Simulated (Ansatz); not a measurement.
**Pressure series in Mg2Sn**

The parent structure is Mg$_{2}$Sn (space group Fm-3m, No. 225; a = 6.816 Å).

Cell and atoms are relaxed at each pressure.

All numbers come from PBE in Ansatz (plane waves to 420 eV, PAW, no SOC).

Notes on the quantities. enthalpy: H = E + PV relative to the base's energy.

```csv
variant,volume per atom,enthalpy
base,26.39 Å³,–
pressure −2 GPa,27.90 Å³,-0.34 eV/atom
pressure −1 GPa,27.09 Å³,-0.17 eV/atom
pressure 1.8 GPa,25.34 Å³,+0.29 eV/atom
pressure 4.2 GPa,24.21 Å³,+0.66 eV/atom
pressure 9 GPa,22.52 Å³,+1.36 eV/atom
pressure 18 GPa,20.39 Å³,+2.56 eV/atom
pressure 30 GPa,18.53 Å³,+4.01 eV/atom
pressure 45 GPa,16.96 Å³,+5.67 eV/atom
pressure 60 GPa,15.81 Å³,+7.20 eV/atom
```

Load acts through the strain it causes; cell and atoms are relaxed under it. No phonon test of stability was made. No other phases were tried under pressure.

Ansatz is an electronic-structure program.
